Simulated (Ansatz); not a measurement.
System: LiSiN (model structure, started from the NaSnP type, P6₃mc, No. 186, 6 atoms in the cell). Method: HSE06 in Ansatz (PAW).

Numerical settings: plane-wave cutoff 460 eV, 9×9×4 k mesh (along the axes of the cell as run), Fermi–Dirac smearing 0.01 eV, scalar-relativistic PAW data made under PBE.

The cell is the one relaxed with PBEsol. Conventional cell: a = 2.8158 Å, b = 2.8158 Å, c = 9.2285 Å, α = 90.00°, β = 90.00°, γ = 120.00°.

```
CELL_PARAMETERS angstrom
      2.81583     0.00000     0.00000
     -1.40791     2.43858     0.00000
      0.00000     0.00000     9.22849
ATOMIC_POSITIONS crystal
  Li 0.33333 0.66667 0.26993
  Li 0.66667 0.33333 0.76993
  Si 0.00000 0.00000 0.01455
  Si 0.00000 0.00000 0.51455
  N  0.33333 0.66667 0.60633
  N  0.66667 0.33333 0.10633
```

### Question
List the 14 lowest band energies at Γ above −25 eV (eV, relative to the valence band maximum), grouping those that round alike.

### Answer
At Γ: -20.65, -20.63, -9.64, -8.94, -3.97, -3.23 (×2), -3.22 (×2), -1.86, 4.51, 5.85, 7.77, 8.63.

Note: the run warned that its exchange threshold was loose for the stress; the relaxation could raise the start's symmetry but not lower it, so the cell can be a saddle point; cell and atoms aren't relaxed at this level (largest force component 0.41 eV/Å, pressure -0.8 GPa).

A model structure was made by putting elements into a prototype or built by hand; it is no filed structure, need not be a known phase, and can be a saddle point held by its symmetry.

Ansatz is a first-principles code.
